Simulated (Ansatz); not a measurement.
BP: pressure series

Take BP in the zinc blende structure (space group F-43m, No. 216) as the base.

```xyz
2
Lattice="0.0000 2.2682 2.2682 2.2682 0.0000 2.2682 2.2682 2.2682 0.0000" Properties=species:S:1:pos:R:3 pbc="T T T"
P      3.4023     3.4023     3.4023
B      0.0000     0.0000     0.0000
```

Cell and atoms are relaxed at each pressure.

Computed with DFT with r2SCAN, PAW potentials and a 500 eV plane-wave cutoff in Ansatz (a first-principles code), scalar-relativistic without spin-orbit coupling, earlier PAW set.

```json
[
 {"P (GPa)": "-2.00", "V (Å³/atom)": "11.810"},
 {"P (GPa)": "-1.00", "V (Å³/atom)": "11.738"},
 {"P (GPa)": "1.81", "V (Å³/atom)": "11.547"},
 {"P (GPa)": "4.22", "V (Å³/atom)": "11.395"},
 {"P (GPa)": "9.00", "V (Å³/atom)": "11.116"},
 {"P (GPa)": "18.00", "V (Å³/atom)": "10.666"},
 {"P (GPa)": "29.99", "V (Å³/atom)": "10.172"},
 {"P (GPa)": "44.99", "V (Å³/atom)": "9.671"},
 {"P (GPa)": "60.00", "V (Å³/atom)": "9.258"}
]
```

A third-order Birch–Murnaghan fit to these points gives V₀ = 11.67 Å³/atom, B₀ = 170 GPa and B₀′ = 3.7. At pressure 60 GPa the volume is 79.3 % of V₀.

Measured bulk modulus of BP: 176.5 GPa (static lattice; corrected from measurement; as listed in Tamar Goldzak et al., The Journal of Chemical Physics (2022)); the computed value is 4 % below it.

Load acts through the strain it causes; cell and atoms are relaxed under it. No phonon test of stability was made. No other phases were tried under pressure.
